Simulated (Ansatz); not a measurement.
The parent structure is PbSe in the rock salt structure (space group Fm-3m, No. 225).

```
PbSe
1.0
    0.00000     3.02042     3.02042
    3.02042     0.00000     3.02042
    3.02042     3.02042     0.00000
Pb Se
1 1
Direct
  0.00000   0.00000   0.00000
  0.50000   0.50000   0.50000
```

Cartesian axes are those of the cell as printed.

Computed with LDA (Ansatz, an electronic-structure program, PAW, no spin-orbit coupling).

Base values:

| Property | Value |
|---|---|
| Shortest interatomic distance | 302.0 pm |
| Band gap | zero |
| Pressure | 0.0 GPa |

Perturbation: biaxial strain +3.00 %, plane normal [001], relaxed out of plane (Cartesian); in-plane vectors clamped, the third vector and the atoms free.

Problem. What does the calculation give for the shortest interatomic distance, energy relative to the base, band gap and pressure after the change?

Solution. The shortest interatomic distance shrinks by 1.4 pm to 300.6 pm; the energy goes up by 22 meV/atom; the band gap goes from zero to 0.19 eV; the pressure (mean of the normal stresses, compression positive) goes from zero to -2.6 GPa.

With Pb present, leaving out spin-orbit coupling can change the band edges. Stability against distortions was not tested. All final runs are without spin polarisation. Gaps under 0.05 eV, about the width of the smearing, are given as zero. A zero or small gap of PbSe can be the functional's error rather than a property of the material.
